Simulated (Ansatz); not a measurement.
**Competing hops of interstitial N in bcc W, neutral cell**

System: interstitial N in bcc W (neutral cell). Computed with PBE, PAW (plane waves to 420 eV; Ansatz, a program for electronic structure).

36-site cell at the relaxed PBE lattice, a 2×2×3 k-point mesh shifted by half a step, smearing 0.10 eV, spin-restricted, no finite-size correction. Energies are static. Spin-orbit coupling is left out. Sites that were not tried may lie lower.

Barriers: single points on a 3×3×5 k-point mesh shifted by half a step at the bands' geometries.

```csv
Route,Start site over the lowest site run (eV),Hop (Å),Forward barrier (eV),Backward barrier (eV),Neighbours at the start,Neighbours at the saddle,Saddle order,"Forward, on the band's own sampling (eV)"
"a concerted move, in which N travels most",0.00,1.59,0.68,0.68,"2 W at 1.92, 4 W at 2.22 Å",4 W at 1.95 Å,"not checked, on a symmetry element",0.65
```

Paths come from climbing-image nudged elastic band runs.  A band can be held on a symmetry element, so unchecked saddle points there may be too high.

The whole set of runs took very roughly 2.3 core-hours.
